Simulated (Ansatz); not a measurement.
Start from TiB2 (space group P6/mmm, No. 191).

```
CELL_PARAMETERS angstrom
      2.99392     0.00000     0.00000
     -1.49696     2.59281     0.00000
      0.00000     0.00000     3.15953
ATOMIC_POSITIONS crystal
  Ti 0.00000 0.00000 0.00000
  B  0.66667 0.33333 0.50000
  B  0.33333 0.66667 0.50000
```

Cartesian axes are those of the cell as printed.

All numbers come from plane-wave PAW DFT at the LDA level (Ansatz, a first-principles code, 420 eV), no spin-orbit coupling.

Strains are applied to the cell and any free atomic positions relax.

One change was made to it. Results:

```csv
quantity,base,after
"pressure (mean of the normal stresses, compression positive)",0.0 GPa,-1.5 GPa
energy relative to the base (free energy F),0 meV/atom,+0.4 meV/atom
shortest interatomic distance,1.729 Å,1.730 Å
band gap,zero,zero
```

Q: Name the change that was made.
(A) uniaxial strain ε_xx = +2.00 %
(B) uniaxial strain ε_xx = +0.50 %
(C) uniaxial strain ε_xx = −1.50 %

A: B, uniaxial strain ε_xx = +0.50 %. For comparison, the energy relative to the base in the other runs: uniaxial strain ε_xx = +2.00 % gives +6.9 meV/atom; uniaxial strain ε_xx = −1.50 % gives +4.2 meV/atom.

A case with no gap was solved on a k-mesh chosen for an insulator, which is coarse for it. Without a gap, meshes like the base's 13×13×10 leave anisotropic stresses uncertain by several tenths of a GPa, and small strain energies with them. Whether these cells are dynamically stable was not tested. The final runs are not spin-polarised.
